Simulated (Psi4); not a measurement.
Psi4 1.11, unrestricted TPSS/def2-svpd: Pb(I)2 triplet ([I][Pb][I]), charge 0, multiplicity 3, 3 atoms. The geometry is a generated start, not checked to be a minimum at this level.

```json
{
 "task": "energy",
 "method": "tpss",
 "basis": "def2-svpd",
 "memory": "3 GB",
 "maxiter": "100",
 "keys_of_the_molecule_block": "symmetry c1",
 "scf_type": "df (default)",
 "guess": "auto, which took SAD (default)",
 "scf_initial_accelerator": "adiis (default)",
 "e_convergence": "1e-06 (default)",
 "d_convergence": "1e-06 (default)",
 "dft_radial_points": "75 (default)",
 "dft_spherical_points": "302 (default)",
 "effective_core_potentials": "those of the basis set, past Kr",
 "basis_functions": "102",
 "grid_points": "65084"
}
```

```xyz
3

Pb     0.0332     0.0172     1.1358
I      1.0582    -1.8661    -0.5728
I     -1.0914     1.8489    -0.5629
```

Charge 0 and multiplicity 3 are set for this test and not shown to be the ground state.

One run each on 2 threads. Values of diis_max_vecs tried: 3, 6, 10 (default), 20.

Q: Predict the course of the SCF iterations along this series.

A: Fewest SCF iterations, within one of each other: 6 with 12, 10 (default) with 12, 20 with 12. The count rises to 20 at 3. All converge to one solution.

```tsv
diis_max_vecs	SCF iterations	end
3	20	same solution
6	12	same solution
10 (default)	12	same solution
20	12	same solution
```
